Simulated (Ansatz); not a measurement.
Results of PBEsol (plane waves, PAW; Ansatz, a program for electronic structure) for C (model structure, P6₁22, No. 178, 6 atoms in the cell).

Numerical settings: plane-wave cutoff 520 eV, 12×12×10 k mesh (along the axes of the cell as run), Fermi–Dirac smearing 0.01 eV, scalar-relativistic PAW data made under PBE.

Cell (relaxed at this level):

C has the hexagonal space group P6₁22 (No. 178), Pearson symbol hP6. Cell: a = b = 3.557 Å, c = 3.358 Å, α = β = 90.00°, γ = 120.00°. C on 6b is surrounded by 4 C at 1.537–1.553 Å. (Neighbours: up to the widest gap in distance over summed covalent radii, below 1.35, at either atom.)

### Question
What does this level give for the band gap, smallest direct gap on the k points sampled and Γ–Γ gap?

### Answer

band gap: 3.99 eV (indirect)
smallest direct gap on the k points sampled: 4.84 eV
Γ–Γ gap: 6.98 eV

Note: the relaxation could raise the start's symmetry but not lower it, so the cell can be a saddle point.

Static lattice: no zero-point or thermal effects.

A model structure was made by putting elements into a prototype or built by hand; it is no filed structure, need not be a known phase, and can be a saddle point held by its symmetry.
